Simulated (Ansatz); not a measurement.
**Stackings of HfO2-1T on HfO2-1T**

Shifts are of the upper layer in fractions of its own cell; each row is held in its registry by symmetry or ends near it. The vacuum step is the top level less the bottom one. Sheets.

Values marked by level come from PBE+D3(BJ) (plane waves to 420 eV, PAW; Ansatz, a quantum-chemistry and plane-wave program); r2SCAN (plane waves to 500 eV, PAW; Ansatz). Geometries and values that name no level are of the first. No spin–orbit coupling; PBE gaps are too small against experiment. A dipole correction is on.

| registry and contact | space group | spacing (Å) | energy over the lowest (meV/Å²) | vacuum step (eV) | PBE gap (eV) |
|---|---|---|---|---|---|
| antiparallel, no shift; facing O atop O | P-6m2 | 3.20 | 13.6 | 0.00 | 4.66 |
| antiparallel, shifted by (1/3,2/3); facing atoms over hollows or bridges | P3m1 | 2.54 | 4.9 | +0.21 | 4.60 |
| parallel, no shift; facing atoms over hollows or bridges | P-3m1 | ___ | ___ | 0.00 | 4.70 |
| parallel, shifted by (1/3,2/3); facing atoms over hollows or bridges | P-3m1 | 2.27 | 0.0 | 0.00 | 4.51 |
| parallel, shifted by (2/3,1/3); facing O atop O | P-3m1 | 3.17 | 13.3 | 0.00 | 4.73 |

**Question.** Fill in the missing entries.

**Answer.** 
- parallel, no shift; facing atoms over hollows or bridges, energy over the lowest (meV/Å²): 8.7
- parallel, no shift; facing atoms over hollows or bridges, spacing (Å): 2.75
